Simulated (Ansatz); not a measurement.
Consider ZnAu in the CsCl type structure (space group Pm-3m, No. 221; a = 3.129 Å; relaxed with 0.1 eV smearing). Axes: x, y, z lie along the cube axes.

All numbers come from Ansatz (a first-principles code) PBEsol, no spin-orbit coupling.

Strains are applied to the cell and any free atomic positions relax; under biaxial strain the out-of-plane vector relaxes too.

One change was made to it. Results:

The energy increases by 3.4 meV/atom; the shortest interatomic distance drops by 0.026 Å to 2.683 Å.

**Question.** What was done to the base?
(A) biaxial strain −1.25 %, plane normal [111], relaxed out of plane
(B) biaxial strain −0.83 %, plane normal [111], relaxed out of plane
(C) biaxial strain −1.67 %, plane normal [111], relaxed out of plane
(D) biaxial strain +1.67 %, plane normal [111], relaxed out of plane

**Answer.** A, biaxial strain −1.25 %, plane normal [111], relaxed out of plane. For comparison, the energy relative to the base in the other runs: biaxial strain −0.83 %, plane normal [111], relaxed out of plane gives +1.5 meV/atom; biaxial strain +1.67 %, plane normal [111], relaxed out of plane gives +5.9 meV/atom; biaxial strain −1.67 %, plane normal [111], relaxed out of plane gives +6.0 meV/atom.

Stability against distortions was not tested.
